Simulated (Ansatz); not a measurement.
# How the lattice constant a of CuI (model structure, Pm-3m, No. 221) moves with the method

No measured value is used here.

| level (code) | value (Å) |
|---|---|
| LDA (Ansatz) | 3.489 |
| PBE (Ansatz) | 3.653 |
| PBEsol (Ansatz) | 3.541 |
| PBE-D3(BJ) (Ansatz) | (withheld) |
| r²SCAN (Ansatz) | 3.664 |
| r²SCAN+rVV10 (Ansatz) | (withheld) |

### Question
Fill in the missing entries.

### Answer

- PBE-D3(BJ) (Ansatz, a quantum-chemistry and plane-wave program), value (Å): 3.567
- r²SCAN+rVV10 (Ansatz), value (Å): 3.628

Cutoffs differ between the levels. Ansatz's density-functional and Hartree–Fock values are scalar-relativistic unless marked +SOC, with PAW data made under PBE.

A model structure was made by putting elements into a prototype or built by hand; it is no filed structure, need not be a known phase, and can be a saddle point held by its symmetry.
